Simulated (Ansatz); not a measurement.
AlP: P on a Al site (antisite)

The reference is a 24-atom supercell of AlP in the zinc blende structure (space group F-43m, No. 216; a = 5.4705 Å) at its relaxed geometry.

The change: a neutral P on a Al site (antisite), atoms relaxed at fixed cell, starting from a slightly rattled geometry.

Computed with PBEsol (Ansatz, a first-principles code; PAW; 420 eV plane waves; spin-orbit coupling left out). Γ-centred 4×3×4 mesh, Fermi–Dirac width 0.01 eV.

```json
[
 {"quantity": "pressure", "base": "0.0 GPa", "changed": "-0.3 GPa", "shift": "-0.3 GPa"},
 {"quantity": "gap of the supercell", "base": "1.45 eV", "changed": "zero", "shift": "–"},
 {"quantity": "largest displacement of a host atom from its site in the perfect cell", "base": "–", "changed": "0.06 Å", "shift": "–"},
 {"quantity": "mean distance from the defect site to its nearest host atoms", "base": "2.37 Å", "changed": "2.37 Å", "shift": "0.00 Å"}
]
```

Final structure:

```
CELL_PARAMETERS angstrom
      0.00000     5.47051     5.47051
      5.47051    -5.47051     5.47051
      5.47051     5.47051     0.00000
ATOMIC_POSITIONS crystal
  P  0.16831 0.08202 0.16824
  P  0.16871 0.08213 0.66286
  P  0.33313 0.41701 0.33335
  P  0.33169 0.41861 0.83418
  P  0.50002 0.75061 0.49992
  P  0.49998 0.75063 0.00021
  P  0.66202 0.08230 0.16911
  P  0.66677 0.08635 0.66674
  P  0.83407 0.41860 0.33174
  P  0.83418 0.41858 0.83424
  P  0.00012 0.75068 0.50007
  P  0.00016 0.75670 0.00006
  P  0.99966 0.00249 0.00007
  Al 0.99792 0.99972 0.50102
  Al 0.16650 0.33327 0.16658
  Al 0.16669 0.33331 0.66675
  Al 0.33325 0.66738 0.33342
  Al 0.33376 0.66925 0.83318
  Al 0.50096 0.99970 0.99784
  Al 0.50115 0.99968 0.50128
  Al 0.66654 0.33337 0.16676
  Al 0.66663 0.33675 0.66676
  Al 0.83328 0.66926 0.33371
  Al 0.83324 0.66926 0.83328
```

Other magnetic orders, which the real material may have, were not ruled out. In so small a cell the defect repeats every few ångströms: this is an ordered compound, not a dilute defect. A case with no gap was solved on a k-mesh chosen for an insulator, which is coarse for it. Seeded moments were not kept for P on a Al site (antisite). The defect cell is spin-polarised and ends with 0.0 μB.
